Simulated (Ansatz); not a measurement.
Total g(r) from a molecular-dynamics run [in the run: one k-point, which a denser mesh shifts by 0.0 GPa in pressure and 0.11 eV/Å in forces]. Computed with PBE (plane waves, PAW; Ansatz, a quantum-chemistry and plane-wave program).

(r (Å), g(r)): (1.02, 0.00); (1.14, 0.00); (1.26, 0.00); (1.38, 0.00); (1.50, 0.00); (1.62, 0.03); (1.74, 0.04); (1.86, 0.18); (1.98, 0.40); (2.10, 0.44); (2.22, 0.84); (2.34, 1.67); (2.46, 2.10); (2.58, 1.75); (2.70, 1.32); (2.82, 1.04); (2.94, 0.98); (3.06, 0.86); (3.18, 0.89); (3.30, 0.91); (3.42, 0.98); (3.54, 0.97); (3.66, 1.00); (3.78, 1.05); (3.90, 1.06); (4.02, 0.98); (4.14, 1.00); (4.26, 0.94); (4.38, 0.95); (4.50, 0.93); (4.62, 0.93); (4.74, 0.90); (4.86, 0.97); (4.98, 0.92); (5.10, 0.98); (5.22, 1.01)

Which system gave this curve?
(A) Si15B, liquid, 1459 K (no melting point cited, so perhaps supercooled)
(B) GaN (wurtzite), crystal, 327 K, 1.9 GPa
(C) GaN (wurtzite), crystal, 667 K
(D) GaN (wurtzite), crystal, 1229 K (so hot that an open crystal may lose its volatile element)

A, Si15B, liquid, 1459 K (no melting point cited, so perhaps supercooled)
